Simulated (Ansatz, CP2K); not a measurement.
An Ansatz (a quantum-chemistry and plane-wave program) input for a self-consistent single point of FeAl (Pm-3m, 2 atoms in the cell) (DFT, PBE, plane waves, default PAW files):

Ansatz 0.2 input:
```yaml
# FeAl
crystal:
  lattice:
    - [2.85180000, 0.00000000, 0.00000000]
    - [0.00000000, 2.85180000, 0.00000000]
    - [0.00000000, 0.00000000, 2.85180000]
  atoms:
    - { symbol: Al, position: [0.50000000, 0.50000000, 0.50000000] }
    - { symbol: Fe, position: [0.00000000, 0.00000000, 0.00000000] }
kpoints:
  mp_grid:
    grid: [11, 11, 11]
hamiltonian:
  xc: pbe
  pseudopotentials:
    kind: paw
scf:
  occupations:
    method: fermi_dirac
    width: 0.1
output:
  forces: true
  eigenvalues: true
  stress: true
```

**Question.** Write the same calculation as an input for CP2K.

**Answer.** This is the input that was run; spellings and numerical settings could be chosen otherwise.

```
&GLOBAL
  PROJECT calc
  RUN_TYPE ENERGY_FORCE
  PRINT_LEVEL MEDIUM
&END GLOBAL
&FORCE_EVAL
  METHOD Quickstep
  STRESS_TENSOR ANALYTICAL
  &DFT
    BASIS_SET_FILE_NAME BASIS_MOLOPT
    POTENTIAL_FILE_NAME GTH_POTENTIALS
    &QS
      METHOD GPW
      EPS_DEFAULT 1E-11
    &END QS
    &MGRID
      CUTOFF 600
      REL_CUTOFF 40
      NGRIDS 5
    &END MGRID
    &SCF
      SCF_GUESS ATOMIC
      EPS_SCF 1E-6
      MAX_SCF 100
      ADDED_MOS 4
      &DIAGONALIZATION
        ALGORITHM STANDARD
      &END DIAGONALIZATION
      &MIXING
        METHOD BROYDEN_MIXING
        ALPHA 0.3
        NBUFFER 12
      &END MIXING
      &SMEAR ON
        METHOD FERMI_DIRAC
        ELECTRONIC_TEMPERATURE [K] 1160.45
      &END SMEAR
    &END SCF
    &KPOINTS
      SCHEME MONKHORST-PACK 11 11 11
    &END KPOINTS
    &XC
      &XC_FUNCTIONAL PBE
      &END XC_FUNCTIONAL
    &END XC
    &PRINT
      &MO
        EIGENVALUES T
        OCCUPATION_NUMBERS T
        NDIGITS 8
        FILENAME mo
        &EACH
          QS_SCF 0
        &END EACH
        ADD_LAST NUMERIC
      &END MO
      &MULLIKEN ON
      &END MULLIKEN
    &END PRINT
  &END DFT
  &SUBSYS
    &CELL
      A 2.85180000 0.00000000 0.00000000
      B 0.00000000 2.85180000 0.00000000
      C 0.00000000 0.00000000 2.85180000
      PERIODIC XYZ
    &END CELL
    &COORD
      SCALED
      Al       0.50000000     0.50000000     0.50000000
      Fe       0.00000000     0.00000000     0.00000000
    &END COORD
    &KIND Al
      BASIS_SET DZVP-MOLOPT-SR-GTH-q3
      POTENTIAL GTH-PBE-q3
    &END KIND
    &KIND Fe
      BASIS_SET DZVP-MOLOPT-SR-GTH-q16
      POTENTIAL GTH-PBE-q16
    &END KIND
  &END SUBSYS
  &PRINT
    &FORCES ON
    &END FORCES
    &STRESS_TENSOR ON
    &END STRESS_TENSOR
  &END PRINT
&END FORCE_EVAL
```

Basis, cutoffs, solver keys and any potentials are the target program's own. This input uses DFT PBE, GPW, DZVP-MOLOPT-SR-GTH basis, GTH-PBE potentials (GTH_POTENTIALS). Both were run: pressure 3.70 GPa in Ansatz and 3.08 in CP2K. Ansatz's pressure is the one without its finite-basis correction.

On Ansatz: the starting cell has typed, rounded lattice constants, without a prior relaxation at this level. For this run, on top of that: lattice scaled by 0.98. Spin polarisation is off. With a pressure of about 4 GPa the cell is away from its equilibrium volume at this level.

On CP2K: the starting cell has typed, rounded lattice constants, without a prior relaxation at this level. For this run, on top of that: lattice scaled by 0.98. Spin polarisation is off. Values carry the incompleteness of an atom-centred basis. With a pressure of about 3 GPa the cell is away from its equilibrium volume at this level.
